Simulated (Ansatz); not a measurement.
**GaSb (model structure, started from the CsCl type, Pm-3m, No. 221, 2 atoms in the cell): properties by level of theory**

| level (code) | equilibrium lattice constant a (Å) | cohesive energy (eV/atom) |
|---|---|---|
| LDA (Ansatz) | 3.515 | 3.41 |
| PBE (Ansatz) | 3.615 | 2.53 |
| PBEsol (Ansatz) | 3.543 | 2.97 |
| PBE-D3(BJ) (Ansatz) | 3.549 | 2.94 |
| r²SCAN (Ansatz) | 3.584 | 2.42 |
| r²SCAN+rVV10 (Ansatz) | 3.562 | 2.67 |

Ansatz's density-functional and Hartree–Fock values are scalar-relativistic unless marked +SOC, with PAW data made under PBE.

A model structure was made by putting elements into a prototype or built by hand; it is no filed structure, need not be a known phase, and can be a saddle point held by its symmetry.

Ansatz is a program for electronic structure.
